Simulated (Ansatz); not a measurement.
Consider this model of amorphous Zr40O78.

```xyz
118
Lattice="11.2756 0.0365 0.2069 0.0365 11.2051 0.1973 0.2069 0.1973 11.4289" Properties=species:S:1:pos:R:3 pbc="T T T"
Zr     8.9575     2.7191     7.3739
Zr    11.0162     7.1001    11.2298
Zr     2.0300     6.3702     3.6734
Zr     9.4729     1.7271     4.0665
Zr     2.9291     5.1161     9.1992
Zr    11.3700     5.1228     6.5098
Zr     6.7036    10.2245     3.8203
Zr     5.8131     1.3365     5.4752
Zr     5.1676     7.9353     8.8285
Zr     5.6309     3.0549     8.0401
Zr     3.3527     2.0309    10.3870
Zr     7.6303     4.6031     4.8134
Zr     5.7163     4.3974    11.0945
Zr     0.1393     1.5147     0.4017
Zr     9.9154     8.1169     8.0298
Zr     3.9284     0.9458     2.0998
Zr     4.3342     5.4160     5.6655
Zr     5.7301    10.3590    11.6306
Zr     1.4553     2.1616     7.7717
Zr     0.6371     9.9487     3.2493
Zr     2.2633     7.7091     6.7687
Zr     7.9872     7.9151    11.1945
Zr    11.0361     4.1848     9.7789
Zr     2.0009     9.7701    10.0741
Zr     5.8164     6.4531     2.8096
Zr     3.5906    10.7523     7.1824
Zr     9.2248    10.0027     1.7112
Zr     9.6306     7.7873     4.4101
Zr     3.2388     7.2945     0.5002
Zr     1.4643     2.2281     4.2613
Zr     3.8201     9.1883     3.7633
Zr    11.3209    10.8838     6.5018
Zr     6.8732     2.4500     2.3271
Zr     7.6457     1.6102    10.5378
Zr     7.4834    10.7164     8.0164
Zr     7.9021     5.4873     8.7441
Zr     3.1548     4.0770     1.9133
Zr     8.6988     4.8293     0.7637
Zr    10.2136    10.7279     9.8055
Zr    10.5236     4.6567     3.2451
O      3.8105     6.3859     7.5478
O      5.8629     8.4509     3.9643
O      8.4883     9.4206     9.3683
O      2.1721     5.9208     1.6250
O      6.0212     8.4224    10.6317
O      4.2767     7.7596     2.1954
O      6.1097     6.0424     4.9815
O      4.7353     5.5045     1.0795
O     10.7262     2.6538     8.3806
O      9.7729     3.9756     5.3832
O      1.2894     4.4580     8.0122
O      4.6409     1.2507     7.0961
O      8.8024     5.9699     3.8443
O      7.4668     4.3067     6.9321
O      3.4216     3.1477     8.4705
O      5.0270     3.5843     6.0365
O     10.9604     9.2730     5.1536
O      6.5836    11.2274     9.9640
O      7.5086     2.4887     4.6611
O      3.8440     6.7656    10.0846
O      6.4274     4.3746     3.0709
O     11.0929     2.5586     3.0860
O      4.4956    10.6296     5.2708
O      5.5537     9.7587     7.9244
O      7.3764     6.6727     1.5836
O     10.3789     3.3130    11.6026
O      3.7558     9.4420    11.1301
O      9.3149     7.0269     9.6301
O      1.9392     8.3690     3.1773
O      2.0791     2.0449     1.0088
O      1.0764     5.6823    10.1449
O     11.4360     8.9765     9.3709
O      7.0352     1.6589     7.2510
O      9.8595     8.9076    11.5760
O      9.8588     4.9514     8.0368
O      3.9207     0.4112     0.1332
O     10.9171    11.2434     2.1337
O      0.3474     0.2637     8.0154
O      0.7188    11.1319    10.8662
O      3.4824     7.5650     5.0740
O      1.9389     9.6497     6.2040
O     10.5982     8.6686     2.6153
O      1.2817     2.5277    10.0045
O      0.4128     7.0621     7.1681
O      9.7000     1.2773     6.0585
O      9.6198    10.0589     7.3843
O     10.5475     5.7313     1.5196
O      2.5522    10.9010     3.1550
O      0.1817     0.5142     4.2323
O      8.8027     0.8860     8.7802
O      5.0071    10.3068     2.3792
O      3.0953     8.9009     8.3420
O      7.8751     3.3129     9.2020
O      5.5290     4.8456     9.0489
O      9.3802     0.5432    11.2967
O      3.8701     5.2759     3.6324
O      5.4619     2.4510    10.0604
O      8.4085     9.2229     3.5820
O      7.3022     9.4329     1.0451
O      0.9565     3.2178     5.9054
O      8.2797     0.5998     2.8660
O      7.3854     5.7444    10.7531
O      2.0318     0.9963     6.1371
O      9.1675     7.3710     6.3197
O      7.2638     3.2235     0.4001
O      2.1063     5.6754     5.7074
O      1.5624     8.2064    11.3911
O     11.2797     6.2888     4.5303
O      7.0990    10.8951     5.7538
O      1.4067     4.2711     3.2949
O      3.4983     4.1446    10.9678
O      6.5046     0.8182     0.8183
O      8.8132     3.4964     2.6865
O      5.6292     1.1727     3.4256
O      4.8270     2.8717     1.4295
O      6.8328     7.1141     8.1932
O      3.2440     2.4519     3.4344
O      2.8775     0.4493     8.9287
```

All values below come from PBE, scalar-relativistic without spin-orbit coupling (plane waves to 420 eV, PAW; Ansatz, a quantum-chemistry and plane-wave program). The usual formal charges leave 4 electrons over, so the level spacing at the Fermi energy parts defect or band states and needn't be the band gap.

The cell was made by melting and quenching with the CHGNet potential and then relaxed with DFT. O atoms were pushed apart under 1.9 Å during the dynamics, to hinder bonds among them. The hot cell started wider than the set density and was brought back towards it in steps. It is the lowest in DFT energy of 4 quenches. It is a model cell: composition and starting density were chosen by hand, and all elements were melted together. No dispersion term was used. Its density started from a set value of 5.70 and ended at 5.63 g/cm³. Cooling (nominally 240 K/ps over its main leg) ran many orders faster than in experiment, which tends to leave more defects and strain. A cell of this size samples the disorder only roughly. Volume and shape were free in the relaxation.

Cut-offs for bonds: Zr-Zr 3.41 Å, Zr-O 2.78 Å, O-O 1.58 Å. Two cations that share two anions don't count as bonded, nor two that share one unless they lie closer than Zr-Zr 3.32 Å.

Q: Give the coordination numbers, mean bond lengths and angles.

A: 
```json
{
  "Mean coordination of Zr by anions": "6.85 (12 with 6, 22 with 7, 6 with 8); 4 close contacts or bonds to cations besides",
  "Mean coordination of O": "3.51 (2 with 2, 36 with 3, 38 with 4, 2 with 5)",
  "Mean Zr-O bond": "2.200 Å (spread 0.141 Å, 274 counted)",
  "Mean Zr-Zr close contact": "3.184 Å (spread 0.073 Å, 2 counted)",
  "Bond angle at Zr": "mean 101.0°, spread 29.7°",
  "Bond angle at O": "mean 111.1°, spread 19.1°"
}
```

Q: List the pairs of like atoms that count as bonded by the rules above.

A: Zr2-Zr38 (3.11 Å), Zr2-Zr23 (3.26 Å).
